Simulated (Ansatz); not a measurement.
**How a calculation on Br (Cmce, 4 atoms in the cell) responds to its settings**

```yaml
crystal:
  lattice:
    - [2.28973, -3.40904, 0.00000]
    - [2.28973, 3.40904, 0.00000]
    - [0.00000, 0.00000, 8.91358]
  atoms:
    - { symbol: Br, position: [0.86100, 0.86100, 0.88900] }
    - { symbol: Br, position: [0.63900, 0.63900, 0.38900] }
    - { symbol: Br, position: [0.36100, 0.36100, 0.61100] }
    - { symbol: Br, position: [0.13900, 0.13900, 0.11100] }
```

Base run A: LDA (PW92), PAW files made with PBE run with Ansatz (an electronic-structure program), self-consistent single point.

Its settings: kpoints.mp_grid.grid = 6 6 3; hamiltonian.xc = lda; hamiltonian.pseudopotentials = {kind: paw} (the program's default PAW files); scf.occupations.method = gaussian; scf.occupations.width = 0.01 eV.

The starting cell has typed, rounded lattice constants, without a prior relaxation at this level. Its lattice was rescaled by a random factor within 2.5 % of one. Ansatz's pressure includes its estimate of the finite-basis (Pulay) stress.

ΔF is the free energy per atom less that of run A. A dash stands where there is no value to compare (another energy zero or no entropy term, no result, no spin, no clean gap, or a mesh too coarse for one). 

Run A gave: pressure (GPa) -2.91; largest force (eV/Å) 0.153; gap on the mesh (eV) 1.461; TS (meV/atom) 0.0.

Runs:
- B: scf.occupations.width = 0.025 eV
- C: scf.occupations.width = 0.2 eV
- D: scf.occupations.width = 0.5 eV
- E: scf.occupations.width = 0.8 eV

Q: What does run E change against A?

A: The free energy drops by 17.8 meV/atom, the pressure goes from -2.91 to -2.37 GPa and the largest force goes from 0.153 to 0.232 eV/Å.

Q: What does run D change against A?

A: The free energy stays essentially unchanged (within 1 meV/atom), the pressure hardly changes (-2.91 to -2.86 GPa) and the largest force goes from 0.153 to 0.148 eV/Å.

```csv
run,ΔF (meV/atom),pressure (GPa),largest force (eV/Å),gap on the mesh (eV),TS (meV/atom)
A,0.00,-2.91,0.153,1.461,0.0
B,0.00,-2.91,0.153,1.461,0.0
C,0.00,-2.91,0.153,1.461,0.0
D,-0.82,-2.86,0.148,–,6.9
E,-17.8,-2.37,0.232,–,90.8
```

Keys are those of Ansatz 0.2.
